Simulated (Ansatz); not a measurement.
## SnSe under a change: isotropic strain −5.03 %

Take SnSe in the GeS type structure (space group Pnma, No. 62; a = 11.536 Å, b = 4.121 Å, c = 4.578 Å; layered, stacked along the Cartesian x axis) as the base.

Modification: the cell is scaled by 0.9497 in all directions, atoms relaxed at fixed cell.

All numbers come from DFT with r2SCAN+rVV10, PAW potentials and a 500 eV plane-wave cutoff in Ansatz (an electronic-structure program), no SOC. k-mesh 3×8×7 (Γ-centred); smearing 0.05 eV (Fermi–Dirac).

The volume per atom falls by 3.90 Å³, from 27.20 Å³ to 23.30 Å³ and the space group is still Pnma (No. 62). The shortest interatomic distance drops by 5.5 pm (275.7 pm → 270.2 pm) and the energy grows by 81 meV/atom. The pressure (mean of the normal stresses, compression positive) goes from zero to 7.8 GPa and the band gap goes from 0.89 eV to zero. The largest internal atomic displacement comes out as 0.133 Å.

Final structure:

```xyz
8
Lattice="10.9555 0.0000 0.0000 0.0000 3.9136 0.0000 0.0000 0.0000 4.3479" Properties=species:S:1:pos:R:3 pbc="T T T"
Sn     1.2357     0.9784     0.3864
Sn     4.2421     2.9352     2.5603
Sn     9.7199     2.9352     3.9615
Sn     6.7135     0.9784     1.7876
Se     9.3993     0.9784     2.0839
Se     7.0340     2.9352     4.2579
Se     1.5562     2.9352     2.2639
Se     3.9216     0.9784     0.0900
```

A case with no gap was solved on a k-mesh chosen for an insulator, which is coarse for it. Stability against distortions was not tested. All final runs are without spin polarisation. The zero or small gap of SnSe under isotropic strain −5.03 % can change with the level of theory.
